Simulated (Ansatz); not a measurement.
Start from SiC (space group P6_3mc, No. 186; a = 3.094 Å, c = 10.129 Å).

All numbers come from PBE (Ansatz, a first-principles code, PAW, no SOC), earlier PAW set.

For the base:

```
Item                  Result
-------------------  -------
Lattice parameter a  3.094 Å
```

It is then changed as follows: Ga takes the place of Si on all its sites, then cell and atoms are relaxed.

### Question
Estimate the effect on the lattice parameter a.

### Answer
The lattice parameter a goes up by 0.187 Å, from 3.094 Å to 3.281 Å.

Stability against distortions was not tested. As relaxed here, GaC is a hypothetical phase, not in the database extracts checked. All final runs are without spin polarisation.
